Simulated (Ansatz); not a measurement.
A computed series for CdS: thickness series

Consider CdS in the zinc blende structure (space group F-43m, No. 216; a = 5.878 Å). Axes: x, y, z lie along the cube axes.

Free-standing slabs (2 atom(s) a layer) normal to [110] with 15 Å of vacuum; in-plane cell held at bulk.

Level of theory: r2SCAN (Ansatz, an electronic-structure program, PAW, no spin-orbit coupling).

Candidates:
(a) 6 layers
(b) 5 layers
(c) 2 layers
(d) 1 layer
(e) 7 layers

Before the change:

The band gap comes out as 1.54 eV.

### Question
Order them by band gap, lowest first.

### Answer
(e) 7 layers (1.86 eV), (a) 6 layers (1.92 eV), (b) 5 layers (1.99 eV), (d) 1 layer (2.41 eV), (c) 2 layers (2.47 eV)

Stability against distortions was not tested.
